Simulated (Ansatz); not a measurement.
Start from Ir in the fcc (Cu type) structure (space group Fm-3m, No. 225; a = 3.844 Å). Axes: x, y, z lie along the cube axes.

Level of theory: DFT with r2SCAN, PAW potentials and a 500 eV plane-wave cutoff in Ansatz (a quantum-chemistry and plane-wave program), no spin-orbit coupling.

Before the change:

The shortest interatomic distance comes out as 2.718 Å.

Perturbation: the symmetric strain tensor [0.0100 -0.0024 0.0022; -0.0024 -0.0075 0.0065; 0.0022 0.0065 -0.0002], atoms relaxed at fixed cell.

Question: What does the calculation give for the energy relative to the base after the change?

Answer: The energy rises by 5.4 meV/atom.

Question: Predict the new shortest interatomic distance.

Answer: The shortest interatomic distance decreases by 0.028 Å, from 2.718 Å to 2.690 Å.

Without a gap, meshes like the base's 21×21×21 leave anisotropic stresses uncertain by several tenths of a GPa, and small strain energies with them. Whether these cells are dynamically stable was not tested. The final runs are not spin-polarised.
